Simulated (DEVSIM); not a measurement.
Device: abrupt GaAs p-n junction, at 300 K.

Layer 1 from the left is GaAs, thickness (μm) 1.20, Na (cm⁻³) 7e16, τn (s) 8.3e-10, τp (s) 8.3e-10. Layer 2 from the left is GaAs, thickness (μm) 110, Nd (cm⁻³) 9.1e16, τn (s) 8.3e-10, τp (s) 8.3e-10.

Left contact: ohmic. Right contact: ohmic. Voltage is applied to the left contact. Recombination: SRH at mid-gap. Mobility is constant in doping.

This is a model device: material constants are rounded textbook-type values typed into the input, and sizes, dopings and lifetimes were drawn at random. Values at 300 K.

GaAs: gap (eV) 1.424, affinity (eV) 4.07, permittivity 12.9, Nc (cm⁻³) 4.7e17, Nv (cm⁻³) 9e18, μn (cm²/Vs) 8500, μp (cm²/Vs) 400.

Simulated with DEVSIM: 1D drift-diffusion, Boltzmann statistics, complete ionisation; no tunnelling, impact ionisation, image-force lowering or self-heating.

Dark forward current:

```tsv
|V| (V)	|J| (A/cm²)
0.05	3.050e-10
0.10	1.060e-9
0.15	3.062e-9
0.20	8.455e-9
0.25	2.303e-8
0.30	6.248e-8
0.35	1.695e-7
0.40	4.605e-7
0.45	1.254e-6
0.50	3.425e-6
0.55	9.398e-6
0.60	2.599e-5
0.65	7.293e-5
0.70	0.0002106
0.75	0.0006456
0.80	0.002211
0.85	0.008981
0.90	0.04423
0.95	0.2542
1.00	1.597
1.05	10.25
1.10	58.50
1.15	224.0
1.20	529.4
1.25	922.9
1.30	1364
```

Q: Work out the local ideality factor n = ΔV / (kT/q · ln(J2/J1)) between the rows 0.15 and 0.20 V, 1.00 and 1.05 V, 1.25 and 1.30 V.

A: kT/q = 25.85 mV. From 0.15 to 0.20 V: ln(8.455e-9/3.062e-9) = 1.016, n = 1.90, near the 2 of recombination in the depletion region. From 1.00 to 1.05 V: ln(10.25/1.597) = 1.859, n = 1.04, near the 1 of diffusion or emission over a barrier. From 1.25 to 1.30 V: ln(1364/922.9) = 0.391, n = 4.95.

Q: Estimate the current at 1.00 V from the Shockley equation with J0 = Σ q ni² D/(N L) coth(W/L), τ joining the SRH, radiative and Auger lifetimes that are on, and W taken as the whole layer.

A: ni² = 5.04e12 cm⁻⁶; electrons in the p layer: μ = 8500 cm²/Vs, D = 220 cm²/s, τ = 8.30e-10 s, L = 4.27 μm, W/L = 0.28, term 2.17e-17 A/cm²; holes in the n layer: μ = 400 cm²/Vs, D = 10.3 cm²/s, τ = 8.30e-10 s, L = 0.926 μm, W/L = 120, term 9.90e-19 A/cm². J0 = 2.27e-17 A/cm², and J = J0 exp(qV/kT) = 1.43 A/cm². The simulation gives 1.60 A/cm²; the estimate lies 10 % below. The estimate leaves out recombination in the depletion region and that region's share of W.
